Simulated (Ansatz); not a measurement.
## Effect of isotropic strain +3.00 % on HfC

Start from HfC in the rock salt structure (space group Fm-3m, No. 225; a = 4.651 Å; relaxed with 0.1 eV smearing).

The change: the cell is scaled by 1.0300 in all directions, atoms relaxed at fixed cell.

The values are results of DFT with PBE, PAW potentials and a 420 eV plane-wave cutoff in Ansatz (a program for electronic structure), without spin-orbit coupling, not measurements. Settings: 21×21×21 k-points, 0.1 eV Fermi–Dirac smearing.

| quantity | base | changed | shift |
|---|---|---|---|
| space group | Fm-3m (No. 225) | Fm-3m (No. 225) | – |
| shortest interatomic distance | 2.326 Å | 2.395 Å | +0.0698 Å |
| energy relative to the base (free energy F) | 0 meV/atom | +68 meV/atom | +68 meV/atom |
| pressure | 0.0 GPa | -17.4 GPa | -17.4 GPa |
| band gap | zero | zero | – |

No phonon test of stability was made. The final runs are not spin-polarised.
